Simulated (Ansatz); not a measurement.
The starting structures come from a database of crystals and need not be the phases stable at ambient conditions.

 Where the default PAW files enter, the runs use the earlier of Ansatz's two default sets.

Tunnelling through a barrier is set by its complex band structure: the current falls as exp(−2κd) with the smallest κ.

Given:

```
SrWO4
1.0
    5.44022     0.00000     0.00000
    0.00000     5.44022     0.00000
    2.72011    -2.72011     5.96992
Sr W O
2 2 8
Direct
  0.25000   0.25000   0.50000
  0.00000   0.00000   0.00000
  0.75000   0.75000   0.50000
  0.50000   0.50000   0.00000
  0.55916   0.81857   0.16602
  0.43143   0.97518   0.66602
  0.27482   0.34745   0.16602
  0.90255   0.69084   0.66602
  0.69084   0.43143   0.33398
  0.81857   0.27482   0.83398
  0.97518   0.90255   0.33398
  0.34745   0.55916   0.83398
```

Space group of this cell: I4_1/a. The cell is taken as given; by r2SCAN its mean pressure is -2.0 GPa.

Transport runs along the normal of the first two printed cell vectors, the (001) plane of the conventional cell.

The gap is the functional's own, uncorrected, and κ follows it; spin-orbit coupling is left out. Mid-gap values are interpolated between the computed energies.

Question: Compute, with Ansatz (a first-principles code) with r2SCAN, the band gap and the smallest decay constant κ at mid-gap.

Answer: Gap 4.87 eV on a 6×6×6 mesh; κ = 0.577 1/Å, at the zone centre.
